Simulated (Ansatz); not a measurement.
An Ansatz (a quantum-chemistry and plane-wave program) run: YB2C2; PBEsol (Ansatz; PAW; 420 eV plane waves; without spin-orbit coupling).

Input:

Ansatz 0.2 input:
```yaml
crystal:
  lattice:
    - [3.7806149215, 0, 0]
    - [0, 3.7806149215, 0]
    - [0, 0, 7.068367632]
  atoms:
    - { symbol: Y, position: [0, 0, 0.75] }
    - { symbol: Y, position: [0, 0, 0.25] }
    - { symbol: B, position: [0.2157785378, 0.5, 0] }
    - { symbol: B, position: [0.7842214622, 0.5, 0] }
    - { symbol: B, position: [0.5, 0.2157785378, 0.5] }
    - { symbol: B, position: [0.5, 0.7842214622, 0.5] }
    - { symbol: C, position: [0.5, 0.1873620214, 0] }
    - { symbol: C, position: [0.5, 0.8126379786, 0] }
    - { symbol: C, position: [0.8126379786, 0.5, 0.5] }
    - { symbol: C, position: [0.1873620214, 0.5, 0.5] }
basis: { ecutwfc: 420, ecutrho_ratio: 4, xc_grid: 2, fft_grid_basis: typed }
kpoints: { mp_grid: { grid: [12, 12, 7] } }
hamiltonian:
  xc: pbesol
  dispersion: none
  pseudopotentials: { kind: paw }
scf: { occupations: { method: fermi_dirac, width: 0.05 }, convergence: { dr2_threshold: 0.000000001 } }
output: { forces: true, stress: true }
```

Output (explanatory and most iteration lines left out):

```
Pseudopotential: Y, paw, valence charge 11
Pseudopotential: B, paw, valence charge 3
Pseudopotential: C, paw, valence charge 4
Crystal: 10 atoms, lattice volume = 101.029 Å³
Basis set: ecut = 420 eV, 1975 PW (Γ), exchange–correlation on 54×54×96 points (8 copies of the dense FFT grid, shifted against one another)
Bands: 35, of which v1, the nominal top of the filled ones, is band 25 counted from 1 (24 counted from 0)
Symmetry: 16 space group operations
Space group: P42/mmc (ITA 131), of the structure as read, at distance tolerance 4.7e-5 Å
k-points: 112 of 1008
Functional: x = pbesol(κ = 0.804, μ = 0.12345679012345678), c = pbesol(β = 0.046)
SCF iter   1: F=—  HF=-9191.094771 eV  |F-HF|=—  |Δ(HF+E_count)|=         —  Δρ=6.07e-3  dr2=7.22e-2  ethr=1.77e-3  ⟨swp⟩=6.3  Hψ=16951  notcnv=0  defer=50
SCF iter   2: F=—  HF=-9191.078876 eV  |F-HF|=—  |Δ(HF+E_count)|=   1.59e-2  Δρ=3.26e-3  dr2=2.00e-2  ethr=1.44e-4  ⟨swp⟩=1.7  Hψ=4998  notcnv=0  defer=206
SCF 1 converged in 8 iterations: F = -9191.073686 eV  dr2 = 5.28e-10
SCF converged after 8 iterations
Free energy (F): -9191.073686 eV
Internal energy: -9191.058128 eV  (E = F + TS)
E sigma→0 (E₀):  -9191.065907 eV
Entropy (-TS):   -0.015558 eV (-1.556 meV/atom)
Fermi energy:    12.117341 eV
--- Forces (eV/Å), atoms counted from 1 ---
  atom   1  Y      0.00000000     0.00000000     0.00000000
  atom   2  Y      0.00000000     0.00000000    -0.00000000
  atom   3  B     -0.00000346     0.00000000     0.00000000
  atom   4  B      0.00000346     0.00000000     0.00000000
  atom   5  B      0.00000000    -0.00000346     0.00000000
  atom   6  B      0.00000000     0.00000346     0.00000000
  atom   7  C      0.00000000     0.00013072     0.00000000
  atom   8  C     -0.00000000    -0.00013072     0.00000000
  atom   9  C     -0.00013072     0.00000000     0.00000000
  atom  10  C      0.00013072     0.00000000     0.00000000
--- Stress (GPa, compression-positive) ---
        0.000333       0.000000       0.000000
        0.000000       0.000333       0.000000
        0.000000       0.000000      -0.000236
  P = ⅓ Tr σ = 0.0001 GPa (0.001 kbar)
```

No phonon test of stability was made. All final runs are without spin polarisation. The cell is YB2C2 (space group P4_2/mmc, No. 131; a cell from a computed database, its experimental status unchecked).
